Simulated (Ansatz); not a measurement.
Abridged Ansatz (a first-principles code) output:

```
Pseudopotential: Si, paw, valence charge 4
Crystal: 4 atoms, lattice volume = 133.394 Å³
Basis set: ecut = 420 eV, 2587 PW (Γ), exchange–correlation on 80×80×80 points (8 copies of the dense FFT grid, shifted against one another)
Bands: 12, of which v1, the nominal top of the filled ones, is band 8 counted from 1 (7 counted from 0)
Symmetry: 24 space group operations
k-points: 47 of 1000 (time reversal used)
Functional: x = pbe(κ = 0.804, μ = 0.2195149727645171), c = pbe(β = 0.06672455060314922)
SCF iter   1: F=—  HF=-2539.060698 eV  |F-HF|=—  |Δ(HF+E_count)|=         —  Δρ=1.58e-3  dr2=3.21e-3  ethr=1.77e-3  ⟨swp⟩=7.0  Hψ=4540  notcnv=0
SCF iter   2: F=—  HF=-2539.071604 eV  |F-HF|=—  |Δ(HF+E_count)|=   1.09e-2  Δρ=4.14e-4  dr2=3.26e-4  ethr=2.01e-5  ⟨swp⟩=2.2  Hψ=1483  notcnv=0
SCF 1 converged in 7 iterations: F = -2539.072671 eV  dr2 = 1.10e-11
SCF converged after 7 iterations
Free energy (F): -2539.072671 eV
Internal energy: -2539.040478 eV  (E = F + TS)
E sigma→0 (E₀):  -2539.056575 eV
Entropy (-TS):   -0.032193 eV (-8.048 meV/atom)
Fermi energy:    1.710847 eV
--- Forces (eV/Å), atoms counted from 1 ---
  atom   1  Si     0.00000000     0.00000000     0.00000000
  atom   2  Si     0.00000000     0.00000000    -0.00000000
  atom   3  Si    -0.00000000     0.00000000    -0.00000000
  atom   4  Si    -0.00000000    -0.00000000     0.00000000
--- Stress (GPa, compression-positive) ---
        0.001247      -0.000000      -0.000000
       -0.000000       0.001247       0.000000
       -0.000000       0.000000       0.001247
  P = ⅓ Tr σ = 0.0012 GPa (0.012 kbar)
```

Question: What was computed, and what are the main results?

Answer: Si, 4 atoms in the cell, with Ansatz PBE, spin-orbit coupling left out. The last SCF converged to F = -2539.072671 eV, or -634.7682 eV per atom, at a pressure of 0.00 GPa. The total energy compares only with runs of the same code, potentials and settings.

Stability against distortions was not tested. The cell is Si (space group I4_132, No. 214; a hypothetical phase, not in the database extracts checked).
